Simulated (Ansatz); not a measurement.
**InSe with two functionals, pressure 3 GPa**

The reference is InSe in the beta-GaS type structure (space group P6_3/mmc, No. 194; a = 4.0321 Å, c = 16.7641 Å; layered, stacked along the Cartesian z axis).

(Cell as relaxed with PBE-D3(BJ).)

Levels (all Ansatz, a quantum-chemistry and plane-wave program, PAW): PBE-D3(BJ) (420 eV, scalar-relativistic without spin-orbit coupling); PBEsol-D3(BJ) (420 eV, no SOC).

Each level relaxes its own structure.

| base | PBE-D3(BJ) | PBEsol-D3(BJ) |
|---|---|---|
| volume per atom | 29.50 Å³ | 27.59 Å³ |
| lattice parameter a | 4.032 Å | 3.953 Å |

Now apply this change: a hydrostatic pressure of 3 GPa.

```csv
quantity,PBE-D3(BJ),PBEsol-D3(BJ)
shortest interatomic distance,2.625 Å,(withheld)
c/a ratio,4.109,(withheld)
```

Question: Predict the PBEsol-D3(BJ) column.

Answer: 
- shortest interatomic distance, PBEsol-D3(BJ): 2.594 Å
- c/a ratio, PBEsol-D3(BJ): 4.116

PBE-D3(BJ)'s shortest interatomic distance lies 0.031 Å above PBEsol-D3(BJ)'s (1.2 %); PBE-D3(BJ)'s c/a ratio lies 0.007 below PBEsol-D3(BJ)'s. Neither level is exact; PBEsol-D3(BJ) is the comparison here, not a measurement.

Load acts through the strain it causes; cell and atoms are relaxed under it. Stability against distortions was not tested.
